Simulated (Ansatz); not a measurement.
Start from Ga₂O₃ (space group R-3m, No. 166; a = 2.988 Å, c = 22.852 Å (hexagonal axes); a hypothetical phase, not in the database extracts checked).

Perturbation: cell and atoms relaxed at a pressure of 5 GPa.

Levels (all Ansatz, an electronic-structure program, PAW): PBEsol (420 eV, scalar-relativistic without spin-orbit coupling); HSE06 (420 eV, without spin-orbit coupling).

The geometry is relaxed with PBEsol.

- PBEsol lowest conduction level above the VBM at special points: Γ 2.37 eV; T 3.54 eV; L 4.32 eV

### Question
What does HSE06 give at this geometry for the lowest conduction level above the VBM at special points?

### Answer
The lowest conduction level above the VBM at special points goes from Γ 2.37 eV; T 3.54 eV; L 4.32 eV to Γ 4.12 eV; T 5.22 eV; L 6.25 eV.

Single points use the geometry relaxed with PBEsol. The levels and masses belong to the bands next to the band gap. Load acts through the strain it causes; cell and atoms are relaxed under it. Stability against distortions was not tested. No other phases were tried under pressure.
